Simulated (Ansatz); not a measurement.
Input and output of a zone-centre phonon calculation for Cu3Sn (Fm-3m, 4 atoms in the cell) (Ansatz, a quantum-chemistry and plane-wave program).

Method of the run: LDA (PW92), default PAW files made with PBE (plane waves; Ansatz).

```xyz
4
Lattice="0.0000 3.0676 3.0676 3.0676 0.0000 3.0676 3.0676 3.0676 0.0000" Properties=species:S:1:pos:R:3 pbc="T T T"
Cu     3.0676     3.0676     3.0676
Cu     4.6014     4.6014     4.6014
Cu     1.5338     1.5338     1.5338
Sn     0.0000     0.0000     0.0000
```

Reference input (self-consistent single point, DFT, LDA (PW92), plane waves, default PAW files made with PBE): basis.ecutwfc = 420 eV; kpoints.mp_grid.grid = 9 9 9; hamiltonian.xc = lda; hamiltonian.pseudopotentials = {kind: paw} (the program's default PAW files); scf.occupations.method = fermi_dirac; scf.occupations.width = 0.1 eV. This run's input differs from it in these lines:

```diff
@@ -23,6 +23,6 @@
     width: 0.1 eV
-output:
-  forces: true
-  eigenvalues: true
-  stress: true
+  convergence:
+    dr2_threshold: 1.0e-03 eV
+phonons:
+  method: dfpt
```

Log, with long lists cut:

```
SCF iter   1: F=—  HF=-25546.337832 eV  |F-HF|=—  |Δ(HF+E_count)|=         —  Δρ=1.76e-2  dr2=7.86e-2  ethr=1.77e-3  ⟨swp⟩=6.3  Hψ=11879  notcnv=0  defer=17
all-band conjugate gradients solve this SCF's bands
preconditioner: auto → none
SCF iter   2: F=—  HF=-25546.318196 eV  |F-HF|=—  |Δ(HF+E_count)|=   1.96e-2  Δρ=2.99e-3  dr2=3.71e-3  ethr=1.11e-4  ⟨swp⟩=3.0  Hψ=6895  notcnv=0  defer=102
   [... lines left out ...]
SCF iter   4: F=—  HF=-25546.316863 eV  |F-HF|=—  |Δ(HF+E_count)|=   4.57e-5  Δρ=3.21e-4  dr2=2.55e-5  ethr=1.09e-6  ⟨swp⟩=1.1  Hψ=3127  notcnv=0  defer=102
iter 5 did not close the SCF: its close was put off for the readings that it lacked (scf_convergence_deferred on its scf_iter line)
SCF iter   5: F=-25546.316857 eV  HF=-25546.316859 eV  |F-HF|=2.51e-6  |Δ(HF+E_count)|=   3.41e-6  Δρ=6.98e-5  dr2=1.65e-6  ethr=3.59e-8  ⟨swp⟩=2.0  Hψ=5097  notcnv=0  defer=102
SCF iter   6: F=-25546.316859 eV  HF=-25546.316859 eV  |F-HF|=2.16e-8  |Δ(HF+E_count)|=   3.66e-7  Δρ=8.55e-6  dr2=1.74e-8  ethr=2.33e-9  ⟨swp⟩=10.3  Hψ=24512  notcnv=0
SCF 1 converged in 6 iterations: F = -25546.316859 eV  dr2 = 1.74e-8
DFPT response loops at Γ: preconditioner auto → Kerker (q_TF=auto, 2.824 Å⁻¹) (partly filled bands, converged f_vac=0.000) …
Free energy (F): -25546.316859 eV
Internal energy: -25546.291805 eV  (E = F + TS)
E sigma→0 (E₀):  -25546.304332 eV
Entropy (-TS):   -0.025053 eV (-6.263 meV/atom)
Fermi energy:    15.661817 eV
--- Phonons (Γ-DFPT): 3 representative perturbations + reference, on 75 of 729 k-points (Σ response iterations 10) ---
  k mesh reduced under 8 symmetry operations, with k and −k counted as one. Each operation leaves every solved displacement unchanged or reverses it
  ASR residual: 1.256e-2 → 0.000e0 eV/Å²; symmetrization residual: 3.061e-7 eV/Å²
  ASR residual per site (eV/Å²): 6.71e-4 2.61e-3 2.61e-3 1.26e-2
  Γ frequencies (cm⁻¹): 0.00 0.00 0.00 95.06 95.06 95.06 104.43 104.43 104.43 162.98 162.98 162.98
  non-analytic LO–TO correction: not included (Born effective charges unavailable; polar crystals: no LO–TO splitting at Γ)
```

The run converged in 6 iterations.  The full log also holds: “iter 5 did not close the SCF: its close was put off for the readings that it lacked (scf_convergence_deferred on its scf_iter line)”.

Summary of the result:
| Item | Result |
|---|---|
| Free energy E − TS (on the zero of these files) | -25546.3169 eV |
| Fermi level (on the code's own zero) | 15.66 eV |
| Zone-centre frequencies (cm⁻¹; negative means imaginary) | 0, 0, 0, 95, 95, 95, 104, 104, 104, 163, 163, 163 |

The starting cell comes from a database of computed structures (which also holds hypothetical and non-ambient phases and stackings), without a prior relaxation at this level. Its lattice was rescaled by up to half a per cent. Spin polarisation is off.

Cost on one core of a shared machine: roughly 80 s.

Keys are those of Ansatz 0.2.
